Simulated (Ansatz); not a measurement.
The starting structures come from a database of crystals and need not be the phases stable at ambient conditions.

By PBEsol, the system below comes out a metal.

Without scattering a metal conducts by its projected Fermi surface.

Data:

```yaml
crystal:
  lattice:
    - [5.98999, 0.00000, 0.00000]
    - [-2.99499, 5.18748, 0.00000]
    - [2.99499, 1.72916, 2.44540]
  atoms:
    - { symbol: Ti, position: [0.00000, 0.50000, 0.00000] }
    - { symbol: Ti, position: [0.50000, 0.50000, 0.00000] }
    - { symbol: Ti, position: [0.50000, 0.00000, 0.00000] }
    - { symbol: In, position: [0.00000, 0.00000, 0.00000] }
    - { symbol: C, position: [0.00000, 0.50000, 0.50000] }
```

Space group of this cell: Pm-3m, anti-perovskite. The cell is taken as given; by PBEsol its mean pressure is -3.9 GPa.

The current flows along the normal of the first two printed cell vectors, the (111) plane of the conventional cell. No spin-orbit coupling; the value is a mean over 0.1 eV about the Fermi level.

Give the ballistic conductance per area that PBEsol (Ansatz, an electronic-structure program) yields.

0.44 × 10¹⁵ S/m² for both spins.
